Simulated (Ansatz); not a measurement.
Consider HfN in the rock salt structure (space group Fm-3m, No. 225; a = 4.502 Å; relaxed with 0.1 eV smearing). Axes: x, y, z lie along the cube axes.

The values are results of PBEsol (Ansatz, a quantum-chemistry and plane-wave program; PAW; 420 eV plane waves; no spin-orbit coupling), not measurements.

The change: tensor shear ε_xy = +1.71 % (engineering shear γ = 0.0342); the atoms relax in the strained cell.

Question: What does the calculation give for the energy relative to the base after the change?

Answer: The energy goes up by 5.2 meV/atom.

Question: Estimate the effect on the stress.

Answer: The stress (xx, yy, zz, yz, xz, xy; compression positive) comes out as (0.2, 0.2, 0.0, 0.0, 0.0, -4.3) GPa.

Whether these cells are dynamically stable was not tested. All final runs are without spin polarisation. An odd electron count without spin: HfN.
